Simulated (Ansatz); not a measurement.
## A computed series for ZrO2: pressure series

Take ZrO$_{2}$ (space group P4_2/nmc, No. 137; a = 3.6210 Å, c = 5.2828 Å) as the base.

Cell and atoms are relaxed at each pressure.

Computed with PBE, PAW, 420 eV (Ansatz, a first-principles code; no SOC).

Candidates:
(a) pressure 9 GPa
(b) pressure 4.5 GPa
(c) pressure 15 GPa
(d) pressure 2.1 GPa

Before the change:

```
Item       Value
---------  -----
c/a ratio  1.459
```

Task: Order them by c/a ratio, highest first.

Result: (d) pressure 2.1 GPa (1.454), (b) pressure 4.5 GPa (1.448), (a) pressure 9 GPa (1.441), (c) pressure 15 GPa (1.433)

Load acts through the strain it causes; cell and atoms are relaxed under it. Stability against distortions was not tested. Competing high-pressure phases were not computed. This is not the structure that ZrO2 has at room temperature and ambient pressure.
